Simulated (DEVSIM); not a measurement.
Device: Si p+/n-/n+ power diode, at 350 K.

Layer 1 from the left is Si, thickness (μm) 1.80, Na (cm⁻³) 3.8e18, τn (s) 3.8e-6, τp (s) 3.8e-6. Layer 2 from the left is Si, thickness (μm) 25.0, Nd (cm⁻³) 5e14, τn (s) 3.8e-6, τp (s) 3.8e-6. Layer 3 from the left is Si, thickness (μm) 3.90, Nd (cm⁻³) 2.7e18, τn (s) 3.8e-6, τp (s) 3.8e-6.

Left contact: ohmic. Right contact: ohmic. Voltage is applied to the left contact. Recombination: SRH at mid-gap. Mobility is μmin + (μ − μmin)/(1 + (N/Nref)^α).

This is a model device: material constants are rounded textbook-type values typed into the input, and sizes, dopings and lifetimes were drawn at random. Values at 300 K; Nc and Nv go as T^1.5, mobilities as T to minus their exponent, the gap by Varshni's rule with the affinity fixed.

Si: gap (eV) 1.124, affinity (eV) 4.05, permittivity 11.7, Nc (cm⁻³) 2.86e19, Nv (cm⁻³) 3.1e19, μn (cm²/Vs) 1417, μp (cm²/Vs) 470, μn,min 52, μp,min 45, Nref,n 9.7e16, Nref,p 2.2e17, αn 0.68, αp 0.72, T exponent of μn 2.3, T exponent of μp 2.2, Varshni α (eV/K) 0.000473, Varshni β (K) 636.

Simulated with DEVSIM: 1D drift-diffusion, Boltzmann statistics, complete ionisation; no tunnelling, impact ionisation, image-force lowering or self-heating.

Q: What does the simulation give for the dark forward voltage at 100 A/cm², the potential step across the device at zero bias, the dark forward voltage at 1 A/cm²?

A: dark forward voltage at 100 A/cm² 0.816 V; potential step across the device at zero bias 0.962 V; dark forward voltage at 1 A/cm² 0.636 V.
